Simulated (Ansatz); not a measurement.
BeS (F-43m), Ansatz (a quantum-chemistry and plane-wave program) with HSE06, rigid bands: band gap 4.04 eV, N_c = 1.84e19 cm⁻³ and N_v = 7.83e19 cm⁻³ at 300 K, conductivity masses of 0.359 mₑ (electrons) and 0.645 mₑ (holes). Take k_BT = 0.02585 eV.

Task: Find the intrinsic carrier density and the intrinsic Fermi level.

Result: n_i = √(N_c N_v) exp(−E_g/2k_BT) = 3.80e19 × exp(−78.14) = 4.4e-15 cm⁻³. The level lies (k_BT/2) ln(N_v/N_c) = 19 meV from mid-gap (positive towards the conduction band). Each 0.1 eV added to the gap lowers n_i by a factor of 6.9.

Task: A film of it is 3 nm thick. Estimate the confinement energies in an infinite well.

Result: ħ²π²/(2m t²) = 0.376 eV·nm²/(m/mₑ × t²) gives 116 meV for electrons and 64.8 meV for holes, so the gap would widen to about 4.22 eV. Finite barriers and nonparabolic bands lower this, and with several valleys or bands the heaviest mass along the normal sets the lowest level, not this average.

Task: What thermal injection velocity √(2k_BT/πm) limits a ballistic channel?

Result: 8.98e6 cm/s for electrons and 6.70e6 cm/s for holes, a ratio of √(m_h/m_e) = 1.34, for dilute carriers.

Rigid, parabolic bands with the computed gap; masses take one relaxation time for all states. Spin-orbit coupling is left out; where it splits the top of the valence band, N_v and the p-type Seebeck coefficient come out somewhat high without it. Geometry: cell and atoms relaxed with PBEsol.
